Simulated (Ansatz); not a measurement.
Base system: ZnO in the wurtzite structure (space group P6_3mc, No. 186).

```xyz
4
Lattice="3.1869 0.0000 0.0000 -1.5935 2.7600 0.0000 0.0000 0.0000 5.1526" Properties=species:S:1:pos:R:3 pbc="T T T"
Zn     0.0000     1.8400     0.0092
Zn     1.5935     0.9200     2.5855
O      0.0000     1.8400     1.9590
O      1.5935     0.9200     4.5353
```

Cartesian axes are those of the cell as printed.

Computed with plane-wave PAW DFT at the LDA level (Ansatz, an electronic-structure program, 420 eV), no spin-orbit coupling.

For the base:

The valence-band top at Γ comes out as 0.00, 0.00, -0.11 eV and the gap character is direct at Γ. The electron mass comes out as 0.15 mₑ (at Γ).

One thing is altered: a pure shear with ε_xz = ε_zx = 0.0033; the atoms relax in the strained cell.

Q: What happens to the stress?

A: The stress (xx, yy, zz, yz, xz, xy; compression positive) amounts to (-0.01, 0.00, 0.00, 0.00, -0.25, 0.00) GPa.

Q: What happens to the valence-band top at Γ?

A: The valence-band top at Γ (three highest levels, from the VBM) is still 0.00, 0.00, -0.11 eV.

Q: Estimate the effect on the gap character.

A: The gap character is still direct at Γ.

Q: Estimate the effect on the electron mass.

A: The electron mass stays 0.15 mₑ (at Γ).

Masses are band curvatures over ±0.01 Å⁻¹ around the edge. Whether these cells are dynamically stable was not tested. Labels are those of the standard path for the cell's own space group.
